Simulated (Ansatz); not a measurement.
Habitual settings against a tight run: SrCaPb6 (P4/mmm, 8 atoms in the cell)

Self-consistent single point.

```xyz
8
Lattice="5.0577 0.0000 0.0000 0.0000 5.0577 0.0000 0.0000 0.0000 10.1047" Properties=species:S:1:pos:R:3 pbc="T T T"
Sr     0.0000     0.0000     5.0524
Ca     0.0000     0.0000     0.0000
Pb     2.5289     0.0000     2.4735
Pb     2.5289     0.0000     7.6312
Pb     0.0000     2.5289     2.4735
Pb     0.0000     2.5289     7.6312
Pb     2.5289     2.5289     0.0000
Pb     2.5289     2.5289     5.0524
```

Computed with LDA (PW92), default PAW files made with PBE (plane waves; Ansatz, a program for electronic structure).

Base settings: basis.ecutwfc = 420 eV; kpoints.mp_grid.grid = 5 5 3; hamiltonian.xc = lda; hamiltonian.pseudopotentials = {kind: paw} (the program's default PAW files); scf.occupations.method = fermi_dirac; scf.occupations.width = 0.1 eV.

Tight run (finer mesh or higher cutoff; not a proven limit): basis.ecutwfc: 420 eV → 590 eV; kpoints.mp_grid.grid: 5 5 3 → 7 7 5; scf.convergence.dr2_threshold: default (1e-07 eV) → 1e-09 eV. It gave Fermi level (on the code's own zero) 9.18 eV; pressure -4.59 GPa; largest force (vector length) 0.037 eV/Å.

Quick runs, as changes from the base:
- A: the base itself
- B: basis.ecutwfc: 420 eV → 250 eV; kpoints.mp_grid.grid: 5 5 3 → 6 6 6; scf.occupations.method: fermi_dirac → gaussian; scf.occupations.width: 0.1 eV → 0.5 eV
- C: basis.ecutwfc: 420 eV → 335 eV; kpoints.mp_grid.grid: 5 5 3 → 2 2 2; hamiltonian.xc: lda → pbesol [PBEsol]
- D: basis.ecutwfc: 420 eV → 295 eV; kpoints.mp_grid.grid: 5 5 3 → 4 4 4; hamiltonian.xc: lda → pbesol; scf.occupations.method: fermi_dirac → cold; scf.occupations.width: 0.1 eV → 0.272 eV; kpoints.mp_grid.shift: default → 0.5 0.5 0.5; scf.convergence.dr2_threshold: default (1e-07 eV) → 0.001 eV [PBEsol]
- E: kpoints.mp_grid.grid: 5 5 3 → 4 4 4; hamiltonian.xc: lda → pbesol; kpoints.mp_grid.shift: default → 0.5 0.5 0.5 [PBEsol]

Energies are extrapolated to zero smearing width, which holds to low order in the width alone.

Dashes: energy of C, D, E, another energy zero.

† marks runs with another functional, U, potentials or spin treatment: their distance from the tight run is not a convergence error alone.

The count of work is k-points × plane waves × bands × iterations; it is no time. 

Pressures in the table are Ansatz's without its Pulay estimate, at a fixed set of plane waves; the tight run's value above holds the estimate.

The starting cell comes from a database of computed structures (which also holds hypothetical and non-ambient phases and stackings), without a prior relaxation at this level. Its lattice was rescaled by a random factor within 2.5 % of one. In the base run, with a pressure of about -5 GPa the cell is away from its equilibrium volume at this level.

| run | energy less tight (meV/atom) | pressure less tight (GPa) | largest miss in a force vector (eV/Å) | count of work / tight |
|---|---|---|---|---|
| A | 19.5 | 0.07 | 0.005 | 0.19 |
| B | 509.9 | -19.17 | 0.012 | 0.30 |
| C† | – | 1.79 | 0.008 | 0.067 |
| D† | – | -1.34 | 0.017 | 0.031 |
| E† | – | 1.33 | 0.012 | 0.094 |

Among the runs at the tight run's level, the energy misses run from 19.5 to 509.9 meV/atom.

Left out of this page: 1 run of the series outside the window shown, repeating another row's setting, or not comparable.

Keys are those of Ansatz 0.2.
